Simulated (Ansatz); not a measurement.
**Si₃P₄ (model structure, started from the beta Si3N4 type, P6₃/m, No. 176, 14 atoms in the cell)**

Method: r²SCAN+rVV10 (plane waves, PAW; Ansatz, a first-principles code).

Settings: plane-wave cutoff 560 eV, 6×6×16 k mesh (along the axes of the cell as run), Fermi–Dirac smearing 0.05 eV, scalar-relativistic PAW data made under PBE.

Cell (relaxed at this level):

```
CELL_PARAMETERS angstrom
      9.74653     0.00000     0.00000
     -4.87327     8.44074     0.00000
      0.00000     0.00000     3.63677
ATOMIC_POSITIONS crystal
  Si 0.17229 0.76769 0.25000
  Si 0.23231 0.40459 0.25000
  Si 0.59541 0.82771 0.25000
  Si 0.82771 0.23231 0.75000
  Si 0.76769 0.59541 0.75000
  Si 0.40459 0.17229 0.75000
  P  0.35914 0.02336 0.25000
  P  0.97664 0.33578 0.25000
  P  0.66422 0.64086 0.25000
  P  0.64086 0.97664 0.75000
  P  0.02336 0.66422 0.75000
  P  0.33578 0.35914 0.75000
  P  0.33333 0.66667 0.25000
  P  0.66667 0.33333 0.75000
```

* **band gap**: 0.17 eV (direct)

Note: the relaxation could raise the start's symmetry but not lower it, so the cell can be a saddle point.

The computed numbers hold no vibrational or temperature effects.

A model structure was made by putting elements into a prototype or built by hand; it is no filed structure, need not be a known phase, and can be a saddle point held by its symmetry.
